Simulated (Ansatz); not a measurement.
# CaO under a change: pressure −2 GPa

Start from CaO in the rock salt structure (space group Fm-3m, No. 225; a = 4.7670 Å).

Modification: hydrostatic tension (pressure −2 GPa).

Method: PBEsol/PAW in Ansatz (an electronic-structure program), without spin-orbit coupling. k-mesh 12×12×12 (Γ-centred); smearing 0.05 eV (Fermi–Dirac).

```csv
quantity,base,changed,shift
volume per atom,13.54 Å³,13.79 Å³,+0.25 Å³
density,3.44 g/cm³,3.38 g/cm³,-0.06 g/cm³
enthalpy H = E + PV relative to the base's energy,–,-0.17 eV/atom,–
band gap,3.54 eV,3.55 eV,+0.01 eV
gap character,"indirect, Γ → X","indirect, Γ → X",–
smallest direct gap,3.92 eV,3.93 eV,+0.01 eV
mean gap deformation potential ΔEg/Δln V,–,+0.5 eV,–
width of the top valence band,1.26 eV,1.22 eV,-0.04 eV
electron mass,"1.4 mₑ along k, 0.42 mₑ across (at X)","1.4 mₑ along k, 0.43 mₑ across (at X)",–
"hole mass (degenerate bands, along [100])","0.34, 2.8, 2.8 mₑ (at Γ)","0.34, 2.8, 2.8 mₑ (at Γ)",–
"valley order (the lowest conduction-band minima on the path, energy above the VBM, named in the base's zone)",X along ⟨100⟩ 3.54 eV; Γ 4.78 eV,X along ⟨100⟩ 3.55 eV; Γ 4.63 eV,–
```

Final structure:

```xyz
2
Lattice="0.0000 2.3979 2.3979 2.3979 0.0000 2.3979 2.3979 2.3979 0.0000" Properties=species:S:1:pos:R:3 pbc="T T T"
Ca     0.0000     0.0000     0.0000
O      2.3979     2.3979     2.3979
```

Load acts through the strain it causes; cell and atoms are relaxed under it. Effective masses come from finite differences of ±0.01 Å⁻¹. Along k means along the line from Γ to the band edge. Whether these cells are dynamically stable was not tested. The base started in Cmce and relaxed to Fm-3m at this level.
